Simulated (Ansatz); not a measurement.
The structure below was relaxed with PBEsol (Ansatz, an electronic-structure program; PAW; 420 eV plane waves; no spin-orbit coupling).

Space group Im-3m (No. 229); a = b = c = 3.556 Å, α = β = γ = 90.00°

```
atom  site  symmetry       x       y       z
----  ----  --------  ------  ------  ------
Mg      2a      m-3m  0.0000  0.0000  0.0000
```

Problem. Write out a cell with all atoms.

Solution. 
```xyz
2
Lattice="3.5563 0.0000 0.0000 0.0000 3.5563 0.0000 0.0000 0.0000 3.5563" Properties=species:S:1:pos:R:3 pbc="T T T"
Mg     0.0000     0.0000     0.0000
Mg     1.7782     1.7782     1.7782
```
This is the conventional cell.

No phonon test of stability was made. The cell was made from Na by this change: Na → Mg; the result is a model cell, its experimental status unchecked. This is not the structure that Mg has at room temperature and ambient pressure.
